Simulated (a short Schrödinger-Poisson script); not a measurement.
Solved with a short Schrödinger-Poisson script written for these runs: 1D Poisson equation in equilibrium, electrons quantum, Hartree (BenDaniel-Duke, 40 states a valley, the channel's in-plane mass for all, wave functions free to enter the barrier), parabolic valleys, classical holes, full ionisation, no traps, pinning or gate leakage.

Structure: gated Al0.4Ga0.6As/GaAs δ-doped gas in a quantum well, at 300 K.

From the gate side: 10 nm Al0.4Ga0.6As; 2 nm Al0.4Ga0.6As; 6 nm GaAs; 4000 nm Al0.4Ga0.6As, acceptors 1e14 cm⁻³.

Constants are typed, rounded textbook-type inputs, not results; the design itself was drawn at random and stands for no fabricated device. Al0.4Ga0.6As: permittivity 11.76, conduction-band edge (eV) 0.316, gap (eV) 1.923, electron mass (mₑ) 0.1002, Nv at 300 K (cm⁻³) 9e18. GaAs: permittivity 12.9, conduction-band edge (eV) 0, gap (eV) 1.424, Nv at 300 K (cm⁻³) 9e18.

Channel valleys (confinement mass, in-plane density-of-states mass, number): Γ 0.067, 0.067, 1. At the gate the conduction-band edge of layer 1 lies 1.07 eV − eVg above the Fermi level of the channel; the field vanishes at the back. Sheet of ionised δ-doping: +2.1e12 e/cm² at 10 nm from the gate. The barrier under the gate holds no holes. Gaps are held at their typed values at every temperature. Mesh 0.08 nm at interfaces.

**Question.** Give the capacitance at Vg = 0.5 V (μF/cm²); the sheet density of all electrons at Vg = 0.5 V (cm⁻²); the gate voltage at 1e11 electrons/cm² (V).

**Answer.** capacitance at Vg = 0.5 V (μF/cm²): 0.403; sheet density of all electrons at Vg = 0.5 V (cm⁻²): 1.53e11; gate voltage at 1e11 electrons/cm² (V): 0.48.
